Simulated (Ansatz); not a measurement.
## Pressure series in AlN

Consider AlN in the wurtzite structure (space group P6_3mc, No. 186; a = 3.130 Å, c = 5.017 Å).

Cell and atoms are relaxed at each pressure.

The values are results of PBE (Ansatz, an electronic-structure program; PAW; 420 eV plane waves; scalar-relativistic without spin-orbit coupling), earlier PAW set, not measurements.

Candidates:
(a) pressure 0.9 GPa
(b) pressure 30 GPa
(c) pressure 4.5 GPa
(d) pressure −2 GPa

Base values:

The band gap is 4.04 eV.

**Question.** Order them by band gap, highest first.

**Answer.** (b) pressure 30 GPa (5.06 eV), (c) pressure 4.5 GPa (4.22 eV), (a) pressure 0.9 GPa (4.08 eV), (d) pressure −2 GPa (3.95 eV)

Load acts through the strain it causes; cell and atoms are relaxed under it. No phonon test of stability was made. Measured, AlN leaves this structure (for rock salt) near 14 GPa (temperature not stated; as listed in Datta, Sujoy, Jana, Debnarayan, arXiv (2020)), on rising pressure, with hysteresis.
